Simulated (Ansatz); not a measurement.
Point defect Cu interstitial in alpha quartz

Computed with PBE, PAW (plane waves to 420 eV; Ansatz, a first-principles code). A 2×2×2 supercell of 72 sites was used; the energies come from a 2×2×2 Γ-centred sampling of its zone. Site at the start: void with 4O nearest, no. 2. Charged cells carry a point-charge image correction with potential alignment at far atoms. Dielectric constants: PBE linear response of the host. Host gap at this level: 5.68 eV. These values are not converged in cell size to better than tenths of an eV. The semilocal functional narrows the gap, so deep levels can fall outside it. Spin–orbit coupling is left out, and no Hubbard U is applied to the open shells. Each state is the lowest found from its start.

Formation energies E_f are given with the Fermi level at the valence-band maximum. Chemical conditions: O-rich (Δμ(Cu) = -1.14 eV, bounded by CuO (C2/c); only phases computed here count, gases as isolated molecules at 0 K). Reference phases: Cu: fcc Cu.

The name describes the start; the neighbours show where the added atom ended.

```tsv
charge	moment (μB)	point group	largest move off a lattice site (Å)	neighbours of the added atom at the end (Å)	image correction with alignment (eV)	E_f, O-rich (eV)
+2	1.0	C2	0.32	O 1.91, O 1.91, O 2.34, O 2.35, O 2.48, O 2.48	1.97	0.61
+1	not spin-polarised	C2	0.15	O 1.91, O 1.91, O 2.60, O 2.60, O 2.67, O 2.68	0.64	0.80
0	1.0	C1	0.40	O 2.12, O 2.18, Si 2.50, O 2.65, Si 2.67, O 2.72	0.00	5.67
```

Point groups are those of the whole cell at tolerances of 0.03 and 0.1 Å ("near" where only the looser one holds); none is given for unsettled states.

No other site or start that was run ended lower by more than 0.1 eV.

Transition levels above the valence-band maximum: ε(+2/+1) = 0.19 eV; ε(+1/0) = 4.87 eV. On the lower envelope of the bound states, inside the gap: (+2/+1) at 0.19 eV; (+1/0) at 4.87 eV.

Flagged in the runs: a host whose relaxation on this sampling wasn't shown to rest, a strain field that reaches the edge of the cell.
